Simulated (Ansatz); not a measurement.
This concerns the formation energy of MoTe2 (P6₃/mmc) from the elements. Reaction: 2 Te (P3₁21) + Mo (bcc) → MoTe2 (P6₃/mmc). Negative: the products are lower in energy. The value is per atom of the solid.

MoTe2 (P6₃/mmc), 6 atoms in the cell; spin state with PBE: run without spin, k-point mesh 12×12×4 on the run's own vectors.
```xyz
6
Lattice="3.4966 0.0000 0.0000 -1.7483 3.0281 0.0000 0.0000 0.0000 13.6979" Properties=species:S:1:pos:R:3 pbc="T T T"
Te     0.0000     2.0188     8.4563
Te     1.7483     1.0094     5.2416
Te     1.7483     1.0094     1.6073
Te     0.0000     2.0188    12.0906
Mo     0.0000     2.0188     3.4245
Mo     1.7483     1.0094    10.2734
```

Te (P3₁21), 3 atoms in the cell; metallic (partly filled levels) with PBE, k-point mesh 12×12×6 on the run's own vectors. Conventional cell: a = 4.316 Å, b = 4.316 Å, c = 5.967 Å, α = 90.00°, β = 90.00°, γ = 120.00°.

Mo (bcc, Im-3m), 1 atom in the cell; spin state with PBE: run without spin, k-point mesh 26×26×26 on the run's own vectors. Conventional cell: a = 3.1308 Å, b = 3.1308 Å, c = 3.1308 Å, α = 90.00°, β = 90.00°, γ = 90.00°.

Computed with Ansatz (plane waves, PAW), its default PAW set, cutoff 420 eV, 500 eV for r2SCAN. The structures are at rest with PBE+D3(BJ); other levels are single points on them. HSE06 runs on coarser k-point meshes, mended by the PBE difference between the two meshes. Some cells are metallic or hold partly filled levels, where a hybrid on a coarse mesh is less sure. Neutral cells; Fermi-Dirac smearing of at most 0.10 eV in the solids, energies taken to zero width. The lattices are those relaxed with PBE+D3(BJ), so at other levels the solids can be strained, which adds to the spread. A dispersion term (D3(BJ), or D4 for r2SCAN) was computed beside these levels and is taken off wherever the name lacks it. Nuclei at rest; no vibrational terms. Cells are local rest points, mostly with their start's symmetry. Spin-orbit coupling is left out. No Hubbard U is applied. The state moves with the level: Te (P3₁21) is free of partly filled levels with HSE06 but metallic or partly filled with PBE.

Question: Give the value at the level PBE.

Answer: -0.26 eV/atom, for 2 Te (P3₁21) + Mo (bcc) → MoTe2 (P6₃/mmc).

Question: List the value at the remaining levels and say how far they part.

Answer: 
```
Level       value (eV/atom)  less PBE
----------  ---------------  --------
PBE+D3(BJ)            -0.26      0.00
r2SCAN+D4             -0.31     -0.05
HSE06                 -0.34     -0.08
```

The levels span 0.08 eV/atom, from HSE06 (-0.34) to PBE (-0.26).

Ansatz is a program for electronic structure.
